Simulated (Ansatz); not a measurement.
Levels about the gap of amorphous Hf18O39La2 (59 atoms in a cell of 790 Å³, 8.65 g/cm³; zone centre alone, so wide bands show as single levels with stretches between that a denser mesh fills), at the geometry that PBE relaxed, where it gives 0.0 GPa on a denser mesh. The participation number counts the atoms over which a state spreads; weights are charges in smoothed Voronoi cells. The levels come from a single point, so bond lengths are those of that geometry. Method of the levels: PBE, scalar-relativistic without spin-orbit coupling (Ansatz, a quantum-chemistry and plane-wave program). Sampling: the zone centre alone; Fermi-Dirac width 0.02 eV; no spin polarisation.

Preparation: random packing, a CHGNet melt and quench, and a DFT relaxation. O atoms were pushed apart under 1.9 Å during the dynamics, to hinder bonds among them. The hot cell started wider than the set density and was brought back towards it in steps. It is the lowest in DFT energy of 2 quenches. It is a model cell: composition and starting density were chosen by hand, and all elements were melted together. No dispersion term was used. Its density started from a set value of 8.75 and ended at 8.65 g/cm³. Cooling (nominally 450 K/ps over its main leg) ran many orders faster than in experiment, which tends to leave more defects and strain. One small periodic cell is one sample of the glass; other quenches scatter about these values. Volume and shape were free in the relaxation.

| E - E(highest filled), eV | filling | participation number | largest on | weight O | weight Hf | weight La |
|---|---|---|---|---|---|---|
| -0.17 | filled | 28.4 | O, 4 neighbours | 0.94 | 0.05 | 0.01 |
| -0.16 | filled | 21.3 | O, 3 neighbours | 0.94 | 0.05 | 0.01 |
| -0.14 | filled | 18.1 | O, 3 neighbours | 0.94 | 0.05 | 0.01 |
| -0.11 | filled | 19.9 | O, 3 neighbours | 0.95 | 0.04 | 0.01 |
| -0.06 | filled | 19.2 | O, 3 neighbours | 0.95 | 0.04 | 0.00 |
| -0.02 | filled | 23.5 | O, 3 neighbours | 0.95 | 0.05 | 0.01 |
| 0.00 | filled | 16.4 | O, 3 neighbours | 0.95 | 0.05 | 0.00 |
| 4.05 | empty | 27.5 | Hf, 6 neighbours | 0.47 | 0.44 | 0.09 |
| 4.26 | empty | 21.4 | Hf, 6 neighbours | 0.37 | 0.52 | 0.10 |
| 4.42 | empty | 24.6 | Hf, 7 neighbours | 0.39 | 0.51 | 0.09 |
| 4.53 | empty | 28.7 | La, 8 neighbours | 0.36 | 0.50 | 0.14 |
| 4.64 | empty | 19.2 | Hf, 6 neighbours | 0.37 | 0.54 | 0.09 |
| 4.68 | empty | 26.6 | La, 8 neighbours | 0.37 | 0.48 | 0.15 |
| 4.71 | empty | 25.7 | Hf, 7 neighbours | 0.37 | 0.54 | 0.09 |

Most localised among these is the filled level at +0.00 eV, on a O atom, which has 3 neighbours (Hf 2.00 Å, Hf 2.07 Å, Hf 2.26 Å).
